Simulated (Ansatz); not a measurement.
Electronic density of states of amorphous Zr20O42Si, density 5.32 g/cm³, on a 2×2×2 Γ-centred mesh with a Gaussian width of 0.1 eV; energies count from the Fermi level, whose place inside the gap is arbitrary. Cell and mesh are small, so fine structure isn't converged. These are PBE, scalar-relativistic without spin-orbit coupling (plane waves to 420 eV, PAW; Ansatz, a program for electronic structure) values and carry that method's errors. Sampling: a 2×2×2 Γ-centred mesh; Fermi-Dirac width 0.02 eV; no spin polarisation. At PBE the levels at the filled edge of the gap are localised (band-tail or defect states), and the nearest spread-out levels lie 3.6 eV apart at the zone centre.

The cell was made by melting and quenching with the CHGNet potential and then relaxed with DFT. O atoms were pushed apart under 1.9 Å during the dynamics, to hinder bonds among them. The hot cell started wider than the set density and was brought back towards it in steps. It is the lowest in DFT energy of 2 quenches. It is a model cell: composition and starting density were chosen by hand, and all elements were melted together. No dispersion term was used. Its density started from a set value of 5.14 and ended at 5.32 g/cm³. The quench (nominally 300 K/ps over its main leg) was far faster than any real one, so the model tends to hold more defects than a real film. A cell of this size samples the disorder only roughly. The volume was free in the relaxation, at fixed shape. Stress components on the final sampling reach 2.7 GPa. On a 2×2×2 Γ-centred mesh force components of up to 0.12 eV/Å stay, since the relaxation ran on the zone centre alone.

```csv
E - EF (eV),states/(eV atom)
-12.00,0.00
-11.90,0.00
-11.80,0.00
-11.70,0.00
-11.60,0.00
-11.50,0.00
-11.40,0.00
-11.30,0.00
-11.20,0.00
-11.10,0.00
-11.00,0.00
-10.90,0.00
-10.80,0.00
-10.70,0.00
-10.60,0.00
-10.50,0.00
-10.40,0.00
-10.30,0.00
-10.20,0.00
-10.10,0.00
-10.00,0.00
-9.90,0.00
-9.80,0.00
-9.70,0.00
-9.60,0.00
-9.50,0.00
-9.40,0.00
-9.30,0.00
-9.20,0.00
-9.10,0.00
-9.00,0.00
-8.90,0.00
-8.80,0.00
-8.70,0.00
-8.60,0.00
-8.50,0.00
-8.40,0.06
-8.30,0.16
-8.20,0.09
-8.10,0.01
-8.00,0.00
-7.90,0.00
-7.80,0.00
-7.70,0.00
-7.60,0.00
-7.50,0.00
-7.40,0.00
-7.30,0.00
-7.20,0.00
-7.10,0.01
-7.00,0.09
-6.90,0.21
-6.80,0.18
-6.70,0.21
-6.60,0.31
-6.50,0.44
-6.40,0.57
-6.30,0.62
-6.20,0.62
-6.10,0.70
-6.00,0.77
-5.90,0.77
-5.80,0.78
-5.70,0.81
-5.60,0.86
-5.50,0.86
-5.40,0.79
-5.30,0.83
-5.20,0.85
-5.10,0.80
-5.00,0.81
-4.90,0.83
-4.80,0.86
-4.70,0.89
-4.60,0.86
-4.50,0.85
-4.40,0.87
-4.30,0.84
-4.20,0.84
-4.10,0.83
-4.00,0.87
-3.90,0.89
-3.80,0.82
-3.70,0.87
-3.60,0.93
-3.50,0.95
-3.40,0.90
-3.30,0.93
-3.20,1.03
-3.10,0.98
-3.00,0.93
-2.90,0.94
-2.80,0.97
-2.70,0.96
-2.60,0.93
-2.50,0.86
-2.40,0.84
-2.30,0.80
-2.20,0.65
-2.10,0.52
-2.00,0.45
-1.90,0.36
-1.80,0.36
-1.70,0.30
-1.60,0.10
-1.50,0.01
-1.40,0.00
-1.30,0.00
-1.20,0.00
-1.10,0.00
-1.00,0.00
-0.90,0.00
-0.80,0.00
-0.70,0.00
-0.60,0.00
-0.50,0.00
-0.40,0.00
-0.30,0.00
-0.20,0.00
-0.10,0.00
0.00,0.00
0.10,0.00
0.20,0.00
0.30,0.00
0.40,0.00
0.50,0.00
0.60,0.00
0.70,0.00
0.80,0.00
0.90,0.00
1.00,0.00
1.10,0.00
1.20,0.00
1.30,0.00
1.40,0.00
1.50,0.01
1.60,0.08
1.70,0.25
1.80,0.33
1.90,0.31
2.00,0.32
2.10,0.45
2.20,0.51
2.30,0.54
2.40,0.62
2.50,0.66
2.60,0.69
2.70,0.72
2.80,0.71
2.90,0.71
3.00,0.82
3.10,0.87
3.20,0.85
3.30,0.81
```

The level gap on this mesh is 3.31 eV; the broadening fills part of it in the curve.
